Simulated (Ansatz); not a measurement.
Results of HSE06 in Ansatz (PAW) for BN (model structure, started from the MgO type, Pm-3n, No. 223, 12 atoms in the cell).

Run with plane-wave cutoff 460 eV, 6×6×6 k mesh, Fermi–Dirac smearing 0.01 eV, scalar-relativistic PAW data made under PBE.

The cell is the one relaxed with PBEsol. Conventional cell: a = 4.4194 Å, b = 4.4194 Å, c = 4.4194 Å, α = 90.00°, β = 90.00°, γ = 90.00°.

```
CELL_PARAMETERS angstrom
      4.41936     0.00000     0.00000
      0.00000     4.41936     0.00000
      0.00000     0.00000     4.41936
ATOMIC_POSITIONS crystal
  B  0.25000 0.00000 0.50000
  B  0.75000 0.00000 0.50000
  B  0.50000 0.75000 0.00000
  B  0.50000 0.25000 0.00000
  B  0.00000 0.50000 0.75000
  B  0.00000 0.50000 0.25000
  N  0.25000 0.50000 0.00000
  N  0.75000 0.50000 0.00000
  N  0.00000 0.75000 0.50000
  N  0.00000 0.25000 0.50000
  N  0.50000 0.00000 0.75000
  N  0.50000 0.00000 0.25000
```

Task: List the 32 lowest band energies at Γ above −25 eV (eV, relative to the valence band maximum), grouping those that round alike.

Result: At Γ: -21.49, -18.74 (×2), -15.61 (×3), -11.22 (×2), -10.73, -8.62 (×3), -5.33 (×3), -3.83 (×3), -3.34 (×3), 0.00 (×3), 7.59, 7.83, 8.03 (×3), 8.46 (×3).

Note: the run warned that its exchange threshold was loose for the stress; the relaxation could raise the start's symmetry but not lower it, so the cell can be a saddle point; cell and atoms aren't relaxed at this level (pressure -2.7 GPa).

A model structure was made by putting elements into a prototype or built by hand; it is no filed structure, need not be a known phase, and can be a saddle point held by its symmetry.

Ansatz is an electronic-structure program.
